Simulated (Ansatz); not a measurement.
The starting structures come from a database of crystals and need not be the phases stable at ambient conditions.

Given:

```yaml
crystal:
  lattice:
    - [5.87143, 0.00000, 0.00000]
    - [0.00000, 7.21181, 0.00000]
    - [2.93571, 0.00000, 5.08481]
  atoms:
    - { symbol: Ba, position: [0.66667, 0.66555, 0.66667] }
    - { symbol: Ba, position: [0.33333, 0.33445, 0.33333] }
    - { symbol: Ba, position: [0.00000, 0.00000, 0.00000] }
    - { symbol: Nb, position: [0.33333, 0.82274, 0.33333] }
    - { symbol: Nb, position: [0.66667, 0.17726, 0.66667] }
    - { symbol: Zn, position: [0.00000, 0.50000, 0.00000] }
    - { symbol: O, position: [0.82801, 0.32449, 0.82801] }
    - { symbol: O, position: [0.17199, 0.67551, 0.17199] }
    - { symbol: O, position: [0.34398, 0.32449, 0.82801] }
    - { symbol: O, position: [0.65602, 0.67551, 0.17199] }
    - { symbol: O, position: [0.82801, 0.32449, 0.34398] }
    - { symbol: O, position: [0.17199, 0.67551, 0.65602] }
    - { symbol: O, position: [0.00000, 0.00000, 0.50000] }
    - { symbol: O, position: [0.50000, 0.00000, 0.00000] }
    - { symbol: O, position: [0.50000, 0.00000, 0.50000] }
```

Space group of this cell: P-3m1. The cell is taken as given; by r2SCAN its mean pressure is -6.8 GPa.

Transport runs along the normal of the first two printed cell vectors, the (100) plane of the conventional cell.

No gap correction and no spin-orbit coupling; mid-gap values are interpolated between computed energies.

Q: Predict the band gap and the smallest decay constant κ at mid-gap from r2SCAN (Ansatz, a program for electronic structure).

A: Gap 3.20 eV on a 6×4×6 mesh; κ = 0.353 1/Å, at (0.000, 0.500) of the in-plane reciprocal vectors. At the zone centre, at the nearest computed energy, the slowest state has κ = 0.36 1/Å.
